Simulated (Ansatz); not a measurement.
Si vacancy + N on the C site in 4H silicon carbide: one set of geometries, relaxed with PBE, evaluated in Ansatz (PAW, plane waves to 420 eV, 500 eV under r2SCAN) with PBE, r2SCAN.

Cell and caveats: 96-site cell; 2×2×2 shifted k-points; start: the Si(h) site; C(h) 1.90 Å away, along c; charged states image-corrected; corrections pass 1 eV, so highly charged states may be off by several tenths; relaxed from one start, so a lower configuration may exist; flagged in the runs: a host whose relaxation on this sampling wasn't shown to rest.

| quantity | PBE | r2SCAN |
|---|---|---|
| host gap (eV) | 2.23 | 2.59 |
| ε(0/−1) above the VBM (eV) | 0.88 | 1.17 |
| neutral formation energy against graphite, N2 molecule in a box, silicon (eV) | 4.64 | 4.47 |
| largest moment on one atom at charge 0 (μB) | 0.35 | 0.41 |
| largest moment on one atom at charge −1 (μB) | 0.29 | 0.33 |

PBE narrows the gap by 0.36 eV against r2SCAN, the highest level run, and puts the levels 0.29 eV lower above the valence-band maximum on average.

Ansatz is an electronic-structure program.
